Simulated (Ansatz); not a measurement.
# Sr3AsN: pressure series

Base system: Sr3AsN in the anti-perovskite structure (space group Pm-3m, No. 221; a = 5.041 Å; a cell from a computed database, its experimental status unchecked).

Cell and atoms are relaxed at each pressure.

Levels (all Ansatz, a first-principles code, PAW): PBEsol (420 eV, scalar-relativistic without spin-orbit coupling); HSE06 (420 eV, spin-orbit coupling left out).

Band gaps by level, all at the geometries relaxed with PBEsol:

```csv
case,PBEsol,HSE06
base,0.38 eV,1.20 eV
pressure −2 GPa,0.38 eV,1.27 eV
pressure −1 GPa,0.42 eV,___
pressure 0.3 GPa,0.36 eV,1.19 eV
pressure 0.7 GPa,0.35 eV,___
pressure 1.5 GPa,0.31 eV,1.15 eV
pressure 3 GPa,0.25 eV,1.09 eV
pressure 5 GPa,0.17 eV,1.02 eV
```

Problem. What belongs in the blanks?

Solution. 
- pressure −1 GPa, HSE06: 1.24 eV
- pressure 0.7 GPa, HSE06: 1.18 eV

Single points use the geometry relaxed with PBEsol. Load acts through the strain it causes; cell and atoms are relaxed under it. Whether these cells are dynamically stable was not tested. Competing high-pressure phases were not computed. A zero or small gap of Sr3AsN under pressure 3 GPa and Sr3AsN under pressure 5 GPa can be the functional's error rather than a property of the material.
